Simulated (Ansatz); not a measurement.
Results of HSE06-D3(BJ) (Ansatz, a quantum-chemistry and plane-wave program, plane waves, PAW) for fluorite PtAl2.

Settings: plane-wave cutoff 460 eV, 8×8×8 k mesh, Fermi–Dirac smearing 0.05 eV, scalar-relativistic PAW data made under PBE.

Equation-of-state points:

| V (Å³/atom) | E − E_lowest (meV/atom) |
|---|---|
| 15.695 | 21.49 |
| 16.108 | 5.00 |
| 16.443 | 0.00 |
| 16.934 | 4.56 |
| 17.170 | 11.23 |

Task: Estimate the bulk modulus and its pressure derivative from these points.

Result: V0 = 16.521 Å³/atom, B0 = 153 GPa, B′ = 4.3 (fit to the energies at full precision).

Spin–orbit coupling is not included.

Cost on a shared machine: roughly 10 core-minutes.
